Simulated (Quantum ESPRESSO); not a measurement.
Troubleshooting Quantum ESPRESSO: a failed run on YSiPd (C2/m, 6 atoms in the cell). The aim is a self-consistent single point with DFT, PBEsol, plane waves, GBRV 1.5 ultrasoft (PBESOL) pseudopotentials.

Cell that was meant: a = 5.6117 Å, b = 5.6117 Å, c = 6.9966 Å, α = 128.47°, β = 128.47°, γ = 44.44°.

Part of the input:

```fortran
    calculation = 'scf',
    prefix = 'ysipd',
    outdir = './work',
    pseudo_dir = './pseudo',
    verbosity = 'high',
    tprnfor = .true.,
    tstress = .true.,
```

The program printed (abridged):

```
 %%%%%%%%%%%%%%%%%%%%%%%%%%%%%%%%%%%%%%%%%%%%%%%%%%%%%%%%%%%%%%%%%%%%%%%%%%%%%%
     Error in routine readpp (1):
     file ./pseudo/y_pbesol_v1.4.uspp.F.UPF not found
 %%%%%%%%%%%%%%%%%%%%%%%%%%%%%%%%%%%%%%%%%%%%%%%%%%%%%%%%%%%%%%%%%%%%%%%%%%%%%%

     stopping ...
```

Task: Read the log: what does the program object to, and what is the fix?

Result: The fault is a wrong folder for the potentials. The files are not in the folder that the input names. To fix it, correct the folder. The program stopped before any SCF iteration.

An input that runs soundly differs in these lines (not the only fix; some lines may just follow from the change or write a value another way):
```diff
-    pseudo_dir = './pseudo',
+    pseudo_dir = './',
```

With that input, the run converged in 18 iterations: free energy E − TS -8192.6164 eV; Fermi level (on the code's own zero) 12.94 eV; pressure -4.22 GPa; largest force (vector length) 0.231 eV/Å (DFT, PBEsol, plane waves, GBRV 1.5 ultrasoft (PBESOL) pseudopotentials).

On the sound input: the starting cell comes from a database of computed structures (which also holds hypothetical and non-ambient phases and stackings), without a prior relaxation at this level. Spin polarisation is off. With a pressure of about -4 GPa the cell is away from its equilibrium volume at this level.
